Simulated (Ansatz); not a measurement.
Density of states of SrTiO3 (Pm-3m) below the valence band maximum, PBEsol with spin-orbit coupling, rigid bands in Ansatz (a quantum-chemistry and plane-wave program); cell volume 58.9 Å³.

```
energy from edge (eV)  10⁻³ states/eV/cell
---------------------  -------------------
0.006                                  169
0.031                                  677
0.056                                 1050
0.081                                 1480
0.106                                 2080
0.131                                 2070
0.156                                 2060
0.181                                 2080
0.206                                 2080
0.231                                 2080
0.256                                 2090
0.281                                 2090
0.319                                 2100
0.344                                 2190
0.369                                 2240
0.394                                 2330
0.419                                 2420
0.444                                 2510
0.469                                 2600
0.494                                 2680
0.519                                 2790
0.544                                 2910
0.569                                 3020
0.594                                 3160
```

What effective density of states at 300 K does this give (∫ g(E) exp(−E/k_BT) dE, both spins, divided by the cell's size)?

2.4e20 cm⁻³, a density-of-states mass of 4.4 mₑ, valleys and band degeneracy included.

Geometry: cell and atoms relaxed with PBEsol.
